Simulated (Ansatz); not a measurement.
Base system: SiO$_{2}$ in the rutile structure (space group P4_2/mnm, No. 136; a = 4.185 Å, c = 2.668 Å). Axes: x, y, z lie along a, b, c of the conventional cell.

Level of theory: r2SCAN (Ansatz, a quantum-chemistry and plane-wave program; PAW; 500 eV plane waves; no spin-orbit coupling), earlier PAW set.

For the base:

| Item | Result |
|---|---|
| Electron mass | 0.38 mₑ along c, 0.48 mₑ across (at Γ) |
| Valley order | Γ 6.53 eV; A (1/2, 1/2, 1/2) 8.20 eV |

The change: uniaxial strain ε_zz = −4.60 %, all other strain components held at zero, atoms relaxed at fixed cell.

What happens to the electron mass?

The electron mass changes from 0.38 mₑ along c, 0.48 mₑ across (at Γ) to 0.47 mₑ along z, 0.51 mₑ across (at Γ).

Predict the new energy relative to the base.

The energy increases by 44 meV/atom.

Predict the new valley order.

The valley order (the lowest conduction-band minima on the path, energy above the VBM, named in the base's zone) changes from Γ 6.53 eV; A (1/2, 1/2, 1/2) 8.20 eV to Γ 7.55 eV; A (1/2, 1/2, 1/2) 8.62 eV.

The levels and masses belong to the bands next to the band gap. Masses are band curvatures over ±0.01 Å⁻¹ around the edge. No phonon test of stability was made.
